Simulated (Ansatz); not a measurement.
Reference: monolayer PtS2, PBE, rigid bands (plane waves, PAW, scalar-relativistic; Ansatz, a first-principles code); axes and stresses refer to this cell.

```
PtS2
1.0
    3.57527     0.00000     0.00000
   -1.78763     3.09627     0.00000
    0.00000     0.00000    18.79264
Pt S
1 2
Direct
  0.00000   0.00000   0.50000
  0.33333   0.66667   0.56536
  0.66667   0.33333   0.43464
```

The band gap is 1.76 eV. The electron conductivity mass is 0.42 mₑ and the hole conductivity mass is 1.17 mₑ.

Task: Change: biaxial strain +1 % with spin-orbit coupling. What happens to band gap, electron conductivity mass, hole conductivity mass?

Result: band gap falls to 1.67 eV; electron conductivity mass grows to 0.45 mₑ; hole conductivity mass rises to 1.55 mₑ.

Task: Change: spin-orbit coupling switched on. What happens to band gap, electron conductivity mass, hole conductivity mass?

Result: band gap moves little, to 1.73 eV; electron conductivity mass increases to 0.45 mₑ; hole conductivity mass grows to 2.0 mₑ.

Masses are for dilute carriers at 300 K, harmonic means over directions unless an axis is named. Spin-orbit coupling is left out unless a row names it; without it hole values are far off for these elements. The structure type is held under load, also where the real crystal would transform.

Model free-standing layer, not matched to a measured one here: monolayer PtS2.
